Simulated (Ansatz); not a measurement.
Ansatz (a first-principles code) run on RuAl (Pm-3m, 2 atoms in the cell): self-consistent single point

Method: PBE (plane waves, PAW; Ansatz).

Input as run:

Ansatz 0.2 input:
```yaml
# RuAl
crystal:
  lattice:
    - [2.97505000, 0.00000000, 0.00000000]
    - [0.00000000, 2.97505000, 0.00000000]
    - [0.00000000, 0.00000000, 2.97505000]
  atoms:
    - { symbol: Al, position_ang: [1.48752500, 1.48752500, 1.48752500] }
    - { symbol: Ru, position_ang: [0.00000000, 0.00000000, 0.00000000] }
basis:
  ecutwfc: 420.0 eV
kpoints:
  mp_grid:
    grid: [11, 11, 11]
hamiltonian:
  xc: pbe
  pseudopotentials:
    kind: paw
scf:
  occupations:
    method: fermi_dirac
    width: 0.1 eV
output:
  forces: true
  eigenvalues: true
  stress: true
```

Output (repeated stretches shortened):

```
WARN ansatz: RAYON_NUM_THREADS=1 ignored (pool sized by the plan → 1); use --threads N
Pseudopotentials: kind: paw
Pseudopotential: Al, paw, valence charge 3
Pseudopotential: Ru, paw, valence charge 16
Crystal: 2 atoms, lattice volume = 26.332 Å³
Basis set: ecut = 420 eV, 485 PW (Γ), exchange–correlation on 40×40×40 points (8 copies of the dense FFT grid, shifted against one another)
Bands: 14, of which v1, the nominal top of the filled ones, is band 10 counted from 1 (9 counted from 0)
Symmetry: 48 space group operations
Space group: Pm-3m (ITA 221), of the structure as read, at distance tolerance 3.0e-5 Å
k-points: 56 of 1331
Initial density: superposition of atomic densities (neutral atoms: chi_scale 0, normalization atom), corrected by the library's trained network
Initial wavefunctions: pseudopotential atomic-orbital guess
Eigensolver: davidson
Functional: x = pbe(κ = 0.804, μ = 0.2195149727645171), c = pbe(β = 0.06672455060314922)
SCF iter   1: F=—  HF=-6417.473406 eV  |F-HF|=—  |Δ(HF+E_count)|=         —  Δρ=3.62e-3  dr2=3.69e-3  ethr=1.77e-3  ⟨swp⟩=5.0  Hψ=4113  notcnv=0
all-band conjugate gradients solve this SCF's bands
preconditioner: auto → none
SCF iter   2: F=—  HF=-6417.472805 eV  |F-HF|=—  |Δ(HF+E_count)|=   6.01e-4  Δρ=2.22e-3  dr2=1.62e-3  ethr=1.94e-5  ⟨swp⟩=2.1  Hψ=1326  notcnv=0
SCF iter   3: F=—  HF=-6417.472460 eV  |F-HF|=—  |Δ(HF+E_count)|=   3.46e-4  Δρ=3.12e-4  dr2=1.80e-5  ethr=8.53e-6  ⟨swp⟩=2.1  Hψ=995  notcnv=0
SCF iter   4: F=—  HF=-6417.472388 eV  |F-HF|=—  |Δ(HF+E_count)|=   7.20e-5  Δρ=9.84e-5  dr2=1.46e-6  ethr=9.48e-8  ⟨swp⟩=2.1  Hψ=1079  notcnv=0
iter 5 did not close the SCF: its close was put off for the readings that it lacked (scf_convergence_deferred on its scf_iter line)
SCF iter   5: F=-6417.472387 eV  HF=-6417.472387 eV  |F-HF|=1.60e-8  |Δ(HF+E_count)|=   2.63e-7  Δρ=1.54e-5  dr2=2.12e-8  ethr=7.68e-9  ⟨swp⟩=2.2  Hψ=1305  notcnv=0
SCF iter   6: F=-6417.472387 eV  HF=-6417.472387 eV  |F-HF|=1.64e-10  |Δ(HF+E_count)|=   8.52e-9  Δρ=2.81e-6  dr2=4.65e-10  ethr=1.12e-10  ⟨swp⟩=2.2  Hψ=2442  notcnv=0
SCF 1 converged in 6 iterations: F = -6417.472387 eV  dr2 = 4.65e-10
SCF converged after 6 iterations
Free energy (F): -6417.472387 eV
Harris-Foulkes:  -6417.472387 eV  (|F-HF|=1.64e-10)
Internal energy: -6417.418751 eV  (E = F + TS)
E sigma→0 (E₀):  -6417.445569 eV
Entropy (-TS):   -0.053636 eV (-26.818 meV/atom)
Fermi energy:    16.447665 eV
--- Per-component energies (eV) ---
  E_band       = -114.200590
  E_kinetic    = 544.237666
  E_local      = -1782.162382  (includes V_loc(G=0)·N_el)
  E_nonlocal   = 354.783674
  E_hartree    = 633.581973
  E_xc         = -232.614623
  E_vxc        = -271.242330  (∫ρ·V_xc dr)
  E_paw        = -3929.324038  (= ΣΔE_a)
  E_vpaw       = -226.980679  (= ΣTr[D̂ρ^β])
  E_aug_tail   = -0.000177  (compensation charges beyond the density's cutoff)
  E_ewald      = -2005.920844
  E_smearing   = -0.053636  (= −TS)
  E_closure    = 0.000000  (closes the sum)
  Σ components = -6417.472387   (vs F -6417.472387, Δ=0.00e0)
--- Forces (eV/Å), atoms counted from 1 ---
  atom   1  Al     0.00000000     0.00000000     0.00000000
  atom   2  Ru    -0.00000000     0.00000000    -0.00000000
  max |Σ_I F_I| component: 2.14e-31 eV/Å
--- Stress (GPa, compression-positive) ---
        6.532594       0.000000       0.000000
        0.000000       6.532594       0.000000
        0.000000       0.000000       6.532594
  P = ⅓ Tr σ = 6.5326 GPa (65.326 kbar)
  The stress holds the Pulay correction. Without it, at fixed plane waves, as pw.x and ABINIT print it: P = 6.4628 GPa
--- Band table (eV; the first three rows and the last of 56) ---
  k-point 0: bands = ["-55.3625", "-25.3126", "-25.3126", "-25.3126", "6.6861", "12.7832", "12.7832", "16.6239", "16.6239", "16.6239", "22.6079", "22.6079", "22.6079", "27.4725"]
  k-point 1: bands = ["-55.3611", "-25.3305", "-25.3111", "-25.3111", "6.8465", "12.8396", "12.8401", "16.4248", "16.4248", "16.6439", "21.8669", "22.9270", "22.9270", "27.1079"]
  k-point 2: bands = ["-55.3575", "-25.3784", "-25.3071", "-25.3071", "7.3157", "12.9338", "12.9985", "15.9594", "15.9594", "16.6981", "20.5024", "23.7530", "23.7530", "26.2293"]
  k-point 55: bands = ["-55.3137", "-25.4798", "-25.4795", "-25.4795", "11.6429", "11.7956", "11.7956", "17.7962", "17.7962", "19.3683", "19.8897", "20.8715", "20.8715", "25.2576"]
```

The run converged in 6 iterations.

The starting cell has typed, rounded lattice constants, without a prior relaxation at this level. Its lattice was rescaled by up to half a per cent. Spin polarisation is off. With a pressure of about 7 GPa the cell is away from its equilibrium volume at this level. Ansatz's pressure includes its estimate of the finite-basis (Pulay) stress.
